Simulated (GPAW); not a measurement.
GPAW run on ZrGa2 (Cmmm, 6 atoms in the cell): self-consistent single point.

Method: LDA (Perdew-Wang 92), GPAW PAW datasets LDA (gpaw-data 1.0.1) (plane waves; GPAW).

```yaml
crystal:
  lattice:
    - [1.97249, -6.39337, 0.00000]
    - [1.97249, 6.39337, 0.00000]
    - [0.00000, 0.00000, 4.08608]
  atoms:
    - { symbol: Zr, position: [0.35038, 0.64962, 0.50000] }
    - { symbol: Zr, position: [0.64962, 0.35038, 0.50000] }
    - { symbol: Ga, position: [0.00000, 0.00000, 0.50000] }
    - { symbol: Ga, position: [0.50000, 0.50000, 0.00000] }
    - { symbol: Ga, position: [0.17819, 0.82181, 0.00000] }
    - { symbol: Ga, position: [0.82181, 0.17819, 0.00000] }
```

Reference input (self-consistent single point, DFT PBEsol, plane waves, GPAW PAW datasets PBEsol (made by gpaw-setup)): mode = pw; ecut = 600 eV; xc = PBEsol; kpts = 5 5 5; mesh shift (steps) = 0 0 0; occupations.name = fermi-dirac; occupations.width = 0.1 eV; nbands = -12; convergence.density = 1e-05 e/electron; symmetry.symmorphic = false; symmetry.tolerance = 0.0005; maxiter = 100. This run's input differs from it in these lines:

```diff
@@ -17,3 +17,3 @@
 calc = GPAW(mode={'name': 'pw', 'ecut': 600},
-            xc='PBEsol',
+            xc='LDA',
             kpts=(5, 5, 5),
```

Its files differ too (potentials: GPAW PAW datasets LDA (gpaw-data 1.0.1)).

Output, abridged:

```
     iter     time        total  log10-change:
                         energy   eigst   dens
iter:   1 --:--:--   -34.998248
iter:   2 --:--:--   -34.983745   -0.54  -1.14
iter:   3 --:--:--   -34.748045   -0.96  -1.17
iter:   4 --:--:--   -34.687591   -1.86  -1.60
iter:   5 --:--:--   -34.663372   -1.90  -1.68
iter:   6 --:--:--   -34.660117   -2.99  -2.06
iter:   7 --:--:--   -34.643029   -3.11  -2.02
iter:   8 --:--:--   -34.642709c  -4.28  -2.58
iter:   9 --:--:--   -34.641898c  -3.79  -2.67
iter:  10 --:--:--   -34.642012c  -4.64  -3.04
iter:  11 --:--:--   -34.641872c  -5.27  -3.11
iter:  12 --:--:--   -34.641852c  -6.21  -3.36
   [... 3 lines left out ...]
iter:  16 --:--:--   -34.641820c  -7.32  -3.90
iter:  17 --:--:--   -34.641816c  -6.94  -3.95
iter:  18 --:--:--   -34.641819c  -7.34  -4.17
iter:  19 --:--:--   -34.641813c  -6.77  -4.23
iter:  20 --:--:--   -34.641816c  -7.77c -4.29
iter:  21 --:--:--   -34.641815c  -7.74c -4.42
iter:  22 --:--:--   -34.641812c  -8.00c -4.51
iter:  23 --:--:--   -34.641813c  -7.77c -4.70
iter:  24 --:--:--   -34.641813c  -8.63c -4.89
iter:  25 --:--:--   -34.641813c  -9.26c -4.93
iter:  26 --:--:--   -34.641813c  -9.13c -5.10c
Converged after 26 iterations.

Dipole moment: (-0.000000, -0.000000, -0.000000) |e|*Ang

Energy contributions relative to reference atoms: (reference = -406805.349803)

Kinetic:        +71.542340
Potential:      -59.867308
External:        +0.000000
XC:             -47.080871
Entropy (-ST):   -0.078298
Local:           +0.803176
SIC:             +0.000000
--------------------------
Free energy:    -34.680962
Extrapolated:   -34.641813

Showing only first 2 kpts
 Kpt  Band  Eigenvalues  Occupancy
  0    16      8.24097    1.99210
  0    17      8.25695    1.99074
  0    18     10.03180    0.00001
  0    19     10.06580    0.00001

  1    16      7.94743    1.99958
  1    17      9.12294    0.07184
  1    18      9.33758    0.00867
  1    19      9.65910    0.00035

Fermi level: 8.79395

No gap
   [... lines left out ...]
  0 Zr    0.00000    0.00413    0.00000
  1 Zr    0.00000   -0.00413    0.00000
  2 Ga   -0.00000    0.00000    0.00000
  3 Ga    0.00000    0.00000    0.00000
  4 Ga    0.00000   -0.01606    0.00000
  5 Ga    0.00000    0.01606    0.00000

Stress tensor:
     0.010364    -0.000000     0.000000
    -0.000000     0.015350     0.000000
     0.000000     0.000000     0.017074
Stress (GPa, Voigt): [ 1.6605  2.4593  2.7356  0.      0.     -0.    ]
```

The run converged in 26 iterations. GPAW prints stress with tension positive. Against the reference run the pressure goes from 1.10 to -2.29 GPa and the largest force goes from 0.102 to 0.016 eV/Å.

The starting cell comes from a database of computed structures (which also holds hypothetical and non-ambient phases and stackings), without a prior relaxation at this level. Its lattice was rescaled by a random factor within 2.5 % of one.

Cost on one core of a shared machine: roughly 4 min.
